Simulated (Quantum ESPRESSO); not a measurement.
**Equation of state of wurtzite SiC (space group 186): energy against volume (Quantum ESPRESSO, PBE)**

```xyz
4
Lattice="3.0252 0.0000 0.0000 -1.5126 2.6199 0.0000 0.0000 0.0000 4.9602" Properties=species:S:1:pos:R:3 pbc="T T T"
Si     0.0000     1.7466     0.0000
Si     1.5126     0.8733     2.4801
C      0.0000     1.7466     1.8601
C      1.5126     0.8733     4.3402
```

Method: PBE, PSlibrary PAW (PBE) pseudopotentials (plane waves; Quantum ESPRESSO 7.5). Settings: ecutwfc = 65 Ry; ecutrho = 520 Ry; occupations = smearing; smearing = fd; degauss = 0.000734986 Ry; potentials = {Si: Si.pbe-n-kjpaw_psl.1.0.0.UPF, C: C.pbe-n-kjpaw_psl.1.0.0.UPF}; K_POINTS = automatic 12 12 7 0 0 0; conv_thr = 1e-10 Ry; mixing_beta = 0.4. The cell above is the first row's. The rows scale it uniformly. In all rows fractional positions and the k mesh are held. E is the free energy at the stated smearing, counted from the lowest row.

```
V (Å^3/atom)  E (meV/atom)
------------  ------------
9.829                32.70
10.042               14.80
10.256                4.13
10.470                0.00
10.683                1.78
10.897                8.90
11.111               20.86
11.324               37.18
11.538                   ?
```

Question: Fit E against V with the third-order Birch-Murnaghan form, a cubic in V^(-2/3), and predict the withheld value at V = 11.538.

Answer: With u = V^(-2/3) - 0.208, the rows have u = 0.009935, 0.006842, 0.003843, 0.000947, -0.001840, -0.004548, -0.007169, -0.009695. Least squares gives E = -0.038 - 312.43·u + 363312·u² - 29305·u³. Residuals (row less fit): 0.010, -0.023, 0.005, 0.008, 0.013, -0.001, -0.025, 0.013; standard error 0.020 (degrees of freedom: 4). Its minimum lies at u = 0.000430, so V0 = (0.208430)^(-3/2) = 10.51. There d²E/du² = 726500 and d³E/du³ = -175800, so B0 = (4/9) × 10.51^(-7/3) × 726500 × 0.160218 = 214 GPa (the last factor turns the table's units into GPa), and B0' = 4 + (2/3) × 0.208430 × (-175800)/726500 = 4.0. The program's pressures in the fitted runs (not shown) pass through zero at V = 10.50, 0.04 % from this V0. At the withheld row, u = -0.012155, so E = -0.038 - 312.43 × (-0.012155) + 363312 × (-0.012155)² - 29305 × (-0.012155)³ = 57.489 meV/atom. The calculation gives 57.44 meV/atom, 0.049 meV/atom below the prediction (0.1 % of the range of E in the table). The row lies outside the fitted rows, so this is an extrapolation. From the scatter of the fitted rows alone, a prediction at this place has a standard error of 0.050 meV/atom, so the miss is 1.0 times that.

Carrying the step between the two nearest rows on in a straight line would have given 53.58, off by 3.86; series whose last step already gives the withheld value aren't shown. The scan was laid around a cell of about the measured size, scaled by a guess for this functional; axis ratios and inner coordinates come from that cell. This is the 2H polytype. The runs keep the symmetry of the cell, so they don't test it for distortions. The shape of the cell and the inner coordinates aren't relaxed, so V0 and B0 belong to this uniform scaling; a relaxed crystal lies no higher in energy and is usually softer (forces reach 0.08 eV/Å in these rows). Cutoffs and mesh are single choices, not tested for convergence of this quantity. Series with a scatter that would blur these digits, or in which a gap closes, are not shown. Nor are scans whose minimum lies at an end fitted in this form.
